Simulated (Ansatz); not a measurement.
**Armchair WS2 nanoribbon, N = 12, bare edges**

Levels: PBE (plane waves to 420 eV, PAW; Ansatz, a quantum-chemistry and plane-wave program); r2SCAN (plane waves to 500 eV, PAW; Ansatz). Unmarked values and the geometry are of the first. Mesh 1×1×6. No spin polarisation, so a magnetic state wasn't tested. Periodic along z alone, with about 11 Å of vacuum beside it. An idealised model, cut from the flat sheet. Symmetry and one short period hold its shape; lower forms weren't sought. Values not marked SOC lack spin–orbit coupling. Buckling under compression is shut out by symmetry and the short period.

| Property | Result |
|---|---|
| period along the axis (36 atoms) | 5.494 Å |
| largest distance between nuclei across the axis | 18.02 Å |
| edge energy against the flat WS2 sheet, per length of one edge | +0.758 eV/Å |
| PBE gap | 0.46 eV, direct at Γ |
| electron mass along the axis (PBE) | 0.97 mₑ |
| hole mass along the axis (PBE) | 2.0 mₑ |
| r2SCAN gap at this geometry | 0.64 eV |
| axial stiffness dF/dε | 228 nN |

```yaml
crystal:
  lattice:
    - [28.50000, 0.00000, 0.00000]
    - [0.00000, 14.50000, 0.00000]
    - [0.00000, 0.00000, 5.49375]
  atoms:
    - { symbol: S, position: [0.18882, 0.39041, 0.65610] }
    - { symbol: W, position: [0.20174, 0.50000, 0.36496] }
    - { symbol: S, position: [0.18882, 0.60959, 0.65610] }
    - { symbol: S, position: [0.24918, 0.38717, 0.15757] }
    - { symbol: W, position: [0.24464, 0.50000, 0.84425] }
    - { symbol: S, position: [0.24918, 0.61283, 0.15757] }
    - { symbol: S, position: [0.30270, 0.39427, 0.66730] }
    - { symbol: W, position: [0.30388, 0.50000, 0.32534] }
    - { symbol: S, position: [0.30270, 0.60573, 0.66730] }
    - { symbol: S, position: [0.36038, 0.39131, 0.16694] }
    - { symbol: W, position: [0.36017, 0.50000, 0.83418] }
    - { symbol: S, position: [0.36038, 0.60869, 0.16694] }
    - { symbol: S, position: [0.41579, 0.39126, 0.66717] }
    - { symbol: W, position: [0.41612, 0.50000, 0.33403] }
    - { symbol: S, position: [0.41579, 0.60874, 0.66717] }
    - { symbol: S, position: [0.47215, 0.39160, 0.16706] }
    - { symbol: W, position: [0.47181, 0.50000, 0.83299] }
    - { symbol: S, position: [0.47215, 0.60840, 0.16706] }
    - { symbol: S, position: [0.52785, 0.39160, 0.66706] }
    - { symbol: W, position: [0.52819, 0.50000, 0.33299] }
    - { symbol: S, position: [0.52785, 0.60840, 0.66706] }
    - { symbol: S, position: [0.58421, 0.39126, 0.16717] }
    - { symbol: W, position: [0.58388, 0.50000, 0.83403] }
    - { symbol: S, position: [0.58421, 0.60874, 0.16717] }
    - { symbol: S, position: [0.63962, 0.39131, 0.66694] }
    - { symbol: W, position: [0.63983, 0.50000, 0.33418] }
    - { symbol: S, position: [0.63962, 0.60869, 0.66694] }
    - { symbol: S, position: [0.69730, 0.39427, 0.16730] }
    - { symbol: W, position: [0.69612, 0.50000, 0.82534] }
    - { symbol: S, position: [0.69730, 0.60573, 0.16730] }
    - { symbol: S, position: [0.75082, 0.38717, 0.65757] }
    - { symbol: W, position: [0.75536, 0.50000, 0.34425] }
    - { symbol: S, position: [0.75082, 0.61283, 0.65757] }
    - { symbol: S, position: [0.81118, 0.39041, 0.15610] }
    - { symbol: W, position: [0.79826, 0.50000, 0.86496] }
    - { symbol: S, position: [0.81118, 0.60959, 0.15610] }
```
